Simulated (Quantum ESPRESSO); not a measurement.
# A short convergence ladder for SrTiO₃ (Pm-3m, 5 atoms in the cell)

```
CELL_PARAMETERS angstrom
      3.91671     0.00000     0.00000
      0.00000     3.91671     0.00000
      0.00000     0.00000     3.91671
ATOMIC_POSITIONS crystal
  Sr 0.00000 0.00000 0.00000
  Ti 0.50000 0.50000 0.50000
  O  0.50000 0.00000 0.50000
  O  0.00000 0.50000 0.50000
  O  0.50000 0.50000 0.00000
```

Base method: PBE, PseudoDojo standard norm-conserving (PBE) pseudopotentials (plane waves; Quantum ESPRESSO 7.5).

Base settings: ecutwfc = 85 Ry; occupations = smearing; smearing = fd; degauss = 0.0036749 Ry; potentials = {Sr: Sr.upf, Ti: Ti.upf, O: O.upf}; K_POINTS = automatic 3 3 3 0 0 0; conv_thr = 1e-11 Ry.

Core times come from one kind of shared machine, to one figure; runs under 30 s give none.

**Zone-centre phonons against the cutoff**

In this ladder: occupations = fixed; smearing = default; degauss = default; nbnd = 24; ph.x.tr2_ph = 1e-14; ph.x.fildyn = dyn.G; ph.x.epsil = true; dynmat.x.fildyn = dyn.G; dynmat.x.asr = simple.

The mesh stays at the base's, so the ladder's end is converged at best in this setting alone.

Frequencies are those of the unrelaxed cell, without the LO-TO term of polar crystals.

Only quantities that move along the ladder and can be compared are tabulated.

| ecutwfc | highest zone-centre frequency (cm⁻¹) | lowest optical frequency (cm⁻¹) | largest Born charge (mean of the diagonal) (e) | mean ε∞ | core time / last (rough) |
|---|---|---|---|---|---|
| 42 Ry | 495.6 | -71.9 | 8.118 | 7.126 | 0.1 |
| 51 Ry | 517.7 | 77.4 | 8.667 | 7.649 | 0.3 |
| 72 Ry | 513.0 | 144.5 | 8.896 | 7.891 | 0.4 |
| 85 Ry | 513.8 | 146.6 | 8.898 | 7.893 | 1 |

Coarsest ecutwfc that holds the largest Born charge (mean of the diagonal) within 0.05 e of the last step, with all finer ones: 72 Ry, at about 0.4 of the last step's time; the step before is off by 0.23 e.

Coarsest ecutwfc that holds the lowest optical frequency within 10 cm⁻¹ of the last step, with all finer ones: 72 Ry, at about 0.4 of the last step's time; the step before is off by 69 cm⁻¹.

Coarsest ecutwfc that holds the mean ε∞ within 0.05 of the last step, with all finer ones: 72 Ry, at about 0.4 of the last step's time; the step before is off by 0.24.

On the base run: the starting cell has typed, rounded lattice constants, without a prior relaxation at this level. Its lattice was rescaled by up to half a per cent. Spin polarisation is off, so a magnetic state, if there is one, cannot be reached.
